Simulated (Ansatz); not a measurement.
Defect: Au-vacancy pair (Au on one host Cu site, one Cu site vacant) in fcc Cu, neutral cell. All values below come from PBE, PAW (plane waves to 420 eV; Ansatz, a quantum-chemistry and plane-wave program).

32-site cell at the relaxed PBE lattice, a 2×2×2 k-point mesh shifted by half a step, smearing 0.10 eV, spin-restricted, no finite-size correction. Static, classical nuclei. Spin-orbit coupling is left out. Forms of the defect that were not tried may lie lower.

Barriers: single points on a 4×4×4 k-point mesh shifted by half a step at the bands' geometries (they differ from the bands' own by up to 0.22 eV, and are uncertain by about as much).

Relaxed starting cell (atoms counted from 1):

```yaml
crystal:
  lattice:
    - [7.26000, 0.00000, 0.00000]
    - [0.00000, 7.26000, 0.00000]
    - [0.00000, 0.00000, 7.26000]
  atoms:
    - { symbol: Au, position: [0.99988, 0.01256, 0.01462] }
    - { symbol: Cu, position: [0.99974, 0.00336, 0.49850] }
    - { symbol: Cu, position: [0.99980, 0.49681, 0.00489] }
    - { symbol: Cu, position: [0.99970, 0.49668, 0.49891] }
    - { symbol: Cu, position: [0.49962, 0.00058, 0.00262] }
    - { symbol: Cu, position: [0.49988, 0.00070, 0.50376] }
    - { symbol: Cu, position: [0.49976, 0.50183, 0.00294] }
    - { symbol: Cu, position: [0.49988, 0.49943, 0.50118] }
    - { symbol: Cu, position: [0.99974, 0.25563, 0.74681] }
    - { symbol: Cu, position: [0.99982, 0.74481, 0.25773] }
    - { symbol: Cu, position: [0.99978, 0.74758, 0.74932] }
    - { symbol: Cu, position: [0.49981, 0.25265, 0.25443] }
    - { symbol: Cu, position: [0.49982, 0.25184, 0.74975] }
    - { symbol: Cu, position: [0.49966, 0.74763, 0.25377] }
    - { symbol: Cu, position: [0.49976, 0.74999, 0.75201] }
    - { symbol: Cu, position: [0.25845, 0.00053, 0.25973] }
    - { symbol: Cu, position: [0.25217, 0.00144, 0.74786] }
    - { symbol: Cu, position: [0.24785, 0.49810, 0.25362] }
    - { symbol: Cu, position: [0.24914, 0.50086, 0.75070] }
    - { symbol: Cu, position: [0.74103, 0.00023, 0.25950] }
    - { symbol: Cu, position: [0.74740, 0.00148, 0.74793] }
    - { symbol: Cu, position: [0.75163, 0.49832, 0.25337] }
    - { symbol: Cu, position: [0.75044, 0.50080, 0.75080] }
    - { symbol: Cu, position: [0.25849, 0.25769, 0.00192] }
    - { symbol: Cu, position: [0.24857, 0.25158, 0.50091] }
    - { symbol: Cu, position: [0.25217, 0.74589, 0.00376] }
    - { symbol: Cu, position: [0.24907, 0.74874, 0.50251] }
    - { symbol: Cu, position: [0.74109, 0.25752, 0.00196] }
    - { symbol: Cu, position: [0.75113, 0.25152, 0.50058] }
    - { symbol: Cu, position: [0.74734, 0.74600, 0.00360] }
    - { symbol: Cu, position: [0.75048, 0.74877, 0.50251] }
```

End state 1 differs by these moves (Å; atoms that move under 0.08 Å are left out):

| atom | element | Δx | Δy | Δz |
|---|---|---|---|---|
| 1 | Au | 0.00 | 1.63 | 1.63 |
| 2 | Cu | 0.00 | -0.07 | 0.06 |
| 3 | Cu | 0.00 | 0.06 | -0.06 |
| 9 | Cu | 0.00 | -0.06 | 0.06 |
| 10 | Cu | 0.00 | 0.06 | -0.07 |
| 16 | Cu | 0.00 | -0.06 | -0.06 |
| 20 | Cu | 0.00 | -0.06 | -0.06 |
| 24 | Cu | 0.00 | -0.06 | -0.06 |
| 28 | Cu | 0.00 | -0.06 | -0.06 |

What forward and backward barriers to end state 1 does PBE, PAW give?

forward 0.76 eV, backward 0.76 eV; at the saddle point atom 1 has neighbours 4 Cu at 2.48, 4 Cu at 2.81 Å. The saddle point's order was not checked, and it lies on a symmetry element of the cell, where a band can be held.
